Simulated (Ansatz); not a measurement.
The parent structure is BAs in the zinc blende structure (space group F-43m, No. 216; a = 4.7322 Å). Axes: x, y, z lie along the cube axes.

All numbers come from LDA (Ansatz, a quantum-chemistry and plane-wave program, PAW, scalar-relativistic without spin-orbit coupling).

The change: biaxial strain −0.83 %, plane normal [111], relaxed out of plane (Cartesian); in-plane vectors clamped, the third vector and the atoms free.

Question: Predict the new in-plane stress and energy relative to the base.

Answer: The mean in-plane stress (compression positive) is +3.3 GPa; the energy rises by 2.3 meV/atom.

Whether these cells are dynamically stable was not tested.
